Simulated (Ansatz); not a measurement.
The (21-30) face of hcp Mg can be cut between different planes. Symmetric, stoichiometric slabs relaxed in the 1x1 cell (43.8 Å²): top plane Mg, 0.35 Å over the next in the ideal cut; top plane Mg, 0.70 Å over the next in the ideal cut.

Method: PBE (plane waves to 420 eV, PAW; Ansatz, a quantum-chemistry and plane-wave program).

Question: Put the candidates in order of surface energy, lowest first, for PBE.

Answer: the cut with an outer spacing of 0.35 Å (0.70 J/m²), the cut with an outer spacing of 0.70 Å (0.81 J/m²)
